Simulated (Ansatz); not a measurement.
## LiNbO$_{3}$ (space group R3c, No. 161)

Space group R3c, hexagonal axes (No. 161); a = b = 5.135 Å, c = 13.824 Å, α = β = 90.00°, γ = 120.00°

| atom | site | symmetry | x | y | z |
|---|---|---|---|---|---|
| Li | 6a | 3. | 0.0000 | 0.0000 | 0.2192 |
| Nb | 6a | 3. | 0.0000 | 0.0000 | 0.0016 |
| O | 18b | 1 | 0.0107 | 0.3800 | 0.2707 |
(The calculation used a cell of 10 atoms; values per cell refer to that cell.)

Method: PBEsol (Ansatz, an electronic-structure program, PAW, scalar-relativistic without spin-orbit coupling). Settings: 8×8×8 k-points, 0.05 eV Fermi–Dirac smearing.

Volume per atom: 10.52 Å³
Density: 4.67 g/cm³
Band gap: 3.51 eV (uncertain: the edges found on the path are not clean extrema)
Total energy: -1277.288 eV/atom (σ→0; compares only within this code and set-up)

No phonon test of stability was made.
